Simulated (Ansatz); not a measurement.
Take Al2Pt (space group Fm-3m, No. 225; a = 5.897 Å; relaxed with 0.1 eV smearing) as the base. Axes: x, y, z lie along the cube axes.

The values are results of PBEsol, PAW, 420 eV (Ansatz, a first-principles code; no spin-orbit coupling), not measurements.

Before the change:

The shortest interatomic distance is 255.3 pm.

The change: a pure shear with ε_xy = ε_yx = 0.0114; the atoms relax in the strained cell.

How does this affect the largest internal atomic displacement, stress, shortest interatomic distance and energy relative to the base?

The largest internal atomic displacement is 0.020 Å; the stress (xx, yy, zz, yz, xz, xy; compression positive) amounts to (0.0, 0.0, 0.1, 0.0, 0.0, -1.1) GPa; the shortest interatomic distance shrinks by 0.76 pm (255.3 pm → 254.6 pm); the energy rises by 1.3 meV/atom.

Stability against distortions was not tested. The final runs are not spin-polarised.
